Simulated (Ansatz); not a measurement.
```yaml
crystal:
  lattice:
    - [3.71885, 0.00000, 0.00000]
    - [0.00000, 5.25924, 0.00000]
    - [0.00000, 2.62962, 2.69925]
  atoms:
    - { symbol: N, position: [0.00000, 0.00000, 0.00000] }
    - { symbol: Cu, position: [0.00000, 0.00000, 0.50000] }
    - { symbol: Cu, position: [0.50000, 0.00000, 0.00000] }
    - { symbol: Cu, position: [0.00000, 0.50000, 0.50000] }
```

No spin polarisation.

Level of theory: plane-wave PAW DFT at the PBEsol level (Ansatz, a program for electronic structure, 420 eV), spin-orbit coupling left out, earlier PAW set. Settings: 12×12×12 k-points, 0.05 eV Fermi–Dirac smearing.

Q: Predict the pressure, band gap and space group.

A: Pressure (mean of the normal stresses, compression positive): 1.5 GPa
Band gap: zero
Space group: Cmmm (No. 65)

The cells carry an imposed strain or load. Stability against distortions was not tested. The final runs are not spin-polarised. The cell was made from Cu$_{3}$N (space group Pm-3m, No. 221) by this change: biaxial strain −1.22 %, plane normal [110], relaxed out of plane. A zero or small gap of Cu3N can be the functional's error rather than a property of the material.
